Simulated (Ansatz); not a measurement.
**Ansatz (a program for electronic structure) run on WS2 (R3m, 3 atoms in the cell): self-consistent single point**

Level of theory: LDA (PW92), default PAW files made with PBE (plane waves; Ansatz).

This input was run:

Ansatz 0.2 input:
```yaml
crystal:
  lattice:
    - [1.587658, 0.916635, 6.470331]
    - [-1.587658, 0.916635, 6.470331]
    - [0.000000, -1.833270, 6.470331]
  atoms:
    - { symbol: W, position_ang: [0.000000, 0.000000, 0.063008] }
    - { symbol: S, position_ang: [-0.000000, -0.000000, 8.038345] }
    - { symbol: S, position_ang: [0.000000, -0.000000, 4.928839] }
basis:
  ecutwfc: 30.9 Ry
kpoints:
  mp_grid:
    grid: [9, 9, 9]
hamiltonian:
  xc: lda
  pseudopotentials:
    kind: paw
scf:
  occupations:
    method: fixed
output:
  forces: true
  eigenvalues: true
  stress: true
```

Output, abridged:

```
WARN ansatz: RAYON_NUM_THREADS=1 ignored (pool sized by the plan → 1); use --threads N
basis.fft_grid_basis auto: the FFT boxes are laid along the combinations [[1, 0, -1], [0, 1, -1], [0, 0, 1]] of the cell's own vectors, 3.175, 3.175 and 6.725 …
Pseudopotentials: kind: paw
Pseudopotential: W, paw, valence charge 14
Pseudopotential: S, paw, valence charge 6
Crystal: 3 atoms, lattice volume = 56.498 Å³
Basis set: ecut = 420.4159175005146 eV, 1125 PW (Γ), FFT grids on a1−a3, a2−a3, a3
Bands: 17, of which v1, the nominal top of the filled ones, is band 13 counted from 1 (12 counted from 0)
Symmetry: 6 space group operations
Space group: R3m (ITA 160), of the structure as read, at distance tolerance 3.8e-5 Å
k-points: 85 of 729 (time reversal used)
PAW frozen core: W, regenerated for the run's functional, and the local potential with it
PAW frozen core: S, regenerated for the run's functional, and the local potential with it
Initial density: superposition of atomic densities (neutral atoms: chi_scale 0, normalization atom), corrected by the library's trained network
Initial wavefunctions: pseudopotential atomic-orbital guess
Eigensolver: davidson
Functional: x = slater, c = lda
SCF iter   1: F=—  HF=-11871.617322 eV  |F-HF|=—  |Δ(HF+E_count)|=         —  Δρ=1.05e-2  dr2=1.19e-1  ethr=1.77e-3  ⟨swp⟩=5.0  Hψ=7161  notcnv=0  defer=149
all-band conjugate gradients solve this SCF's bands
preconditioner: auto → none
SCF iter   2: F=—  HF=-11871.661191 eV  |F-HF|=—  |Δ(HF+E_count)|=   4.39e-2  Δρ=1.38e-2  dr2=3.86e-1  ethr=4.59e-4  ⟨swp⟩=3.6  Hψ=3193  notcnv=0  defer=170  recentre
SCF iter   3: F=—  HF=-11871.599370 eV  |F-HF|=—  |Δ(HF+E_count)|=   6.18e-2  Δρ=4.12e-3  dr2=6.58e-3  ethr=4.59e-4  ⟨swp⟩=2.4  Hψ=2269  notcnv=0  defer=165
SCF iter   4: F=—  HF=-11871.599050 eV  |F-HF|=—  |Δ(HF+E_count)|=   3.20e-4  Δρ=8.83e-4  dr2=3.57e-4  ethr=2.53e-5  ⟨swp⟩=2.0  Hψ=2262  notcnv=0  defer=170
SCF iter   5: F=—  HF=-11871.599045 eV  |F-HF|=—  |Δ(HF+E_count)|=   4.60e-6  Δρ=2.67e-4  dr2=1.23e-4  ethr=1.37e-6  ⟨swp⟩=2.0  Hψ=2115  notcnv=0  defer=169
SCF iter   6: F=—  HF=-11871.599023 eV  |F-HF|=—  |Δ(HF+E_count)|=   2.23e-5  Δρ=1.35e-4  dr2=4.76e-6  ethr=4.72e-7  ⟨swp⟩=2.1  Hψ=1894  notcnv=0  defer=42
SCF iter   7: F=—  HF=-11871.599022 eV  |F-HF|=—  |Δ(HF+E_count)|=   9.25e-7  Δρ=3.70e-5  dr2=1.23e-6  ethr=1.83e-8  ⟨swp⟩=2.0  Hψ=2230  notcnv=0  defer=5
SCF iter   8: F=-11871.599021 eV  HF=-11871.599022 eV  |F-HF|=2.94e-8  |Δ(HF+E_count)|=   3.85e-7  Δρ=8.30e-6  dr2=4.12e-8  ethr=3.85e-10  ⟨swp⟩=6.1  Hψ=8174  notcnv=0
SCF 1 converged in 8 iterations: F = -11871.599021 eV  dr2 = 4.12e-8
SCF converged after 8 iterations
Free energy (F): -11871.599021 eV
Harris-Foulkes:  -11871.599022 eV  (|F-HF|=2.94e-8)
Internal energy: -11871.599021 eV  (E = F + TS)
E sigma→0 (E₀):  -11871.599021 eV
Fermi energy:    10.393804 eV
--- Per-component energies (eV) ---
  E_band       = -217.973904
  E_kinetic    = 667.438239
  E_local      = -1999.953725  (includes V_loc(G=0)·N_el)
  E_nonlocal   = 65.173122
  E_hartree    = 803.282898
  E_xc         = -458.596298
  E_vxc        = -415.746983  (∫ρ·V_xc dr)
  E_paw        = -9447.323668  (= ΣΔE_a)
  E_vpaw       = -141.451477  (= ΣTr[D̂ρ^β])
  E_aug_tail   = -0.000061  (compensation charges beyond the density's cutoff)
  E_ewald      = -1502.209077
  E_core_change = 0.589548  (= ΣΔE_core)
  E_smearing   = -0.000000  (= −TS)
  E_closure    = 0.000000  (closes the sum)
  Σ components = -11871.599021   (vs F -11871.599021, Δ=0.00e0)
--- Forces (eV/Å), atoms counted from 1 ---
  atom   1  W      0.00000000     0.00000000    -1.58670067
  atom   2  S     -0.00000000     0.00000000     0.66466316
  atom   3  S     -0.00000000    -0.00000000     0.92200591
  max |Σ_I F_I| component: 3.16e-5 eV/Å
--- Stress (GPa, compression-positive) ---
       -4.807811       0.000000      -0.000000
        0.000000      -4.807811      -0.000000
       -0.000000      -0.000000      -2.809473
  P = ⅓ Tr σ = -4.1417 GPa (-41.417 kbar)
  The stress holds the Pulay correction. Without it, at fixed plane waves, as pw.x and ABINIT print it: P = -4.1651 GPa
--- Band table (eV; the first three rows and the last of 85) ---
  k-point 0: bands = ["-64.0634", "-28.3491", "-28.1829", "-28.1829", "-5.0025", "-3.1061", "3.1026", "6.8595", "6.8595", "8.1942", "8.1942", "8.6133", "9.4664", "12.6364", "12.6364", "13.0566", "13.0566"]
  k-point 1: bands = ["-64.0614", "-28.3416", "-28.2245", "-28.1926", "-4.7957", "-3.0423", "3.3514", "6.3632", "7.0442", "7.4397", "7.9076", "8.8859", "9.4957", "12.2823", "12.7229", "12.7491", "13.1575"]
  k-point 2: bands = ["-64.0562", "-28.3295", "-28.3215", "-28.2169", "-4.2316", "-2.8685", "3.9390", "5.4161", "6.3962", "7.1441", "7.7217", "8.6473", "9.1304", "11.7899", "12.4819", "13.1222", "13.7841"]
  k-point 84: bands = ["-64.0614", "-28.3416", "-28.2245", "-28.1925", "-4.6833", "-3.2586", "4.0160", "6.3150", "6.6590", "7.0349", "7.9262", "8.2561", "10.0880", "12.4417", "12.6479", "12.8715", "13.2117"]
```

The run converged in 8 iterations.

The starting cell comes from a database of computed structures (which also holds hypothetical and non-ambient phases and stackings), without a prior relaxation at this level. Its lattice was rescaled by up to half a per cent. One atom was moved a little off its site on purpose. Spin-orbit coupling is off. With a pressure of about -4 GPa the cell is away from its equilibrium volume at this level. Forces in this geometry exceed 1 eV/Å. Ansatz's pressure includes its estimate of the finite-basis (Pulay) stress.
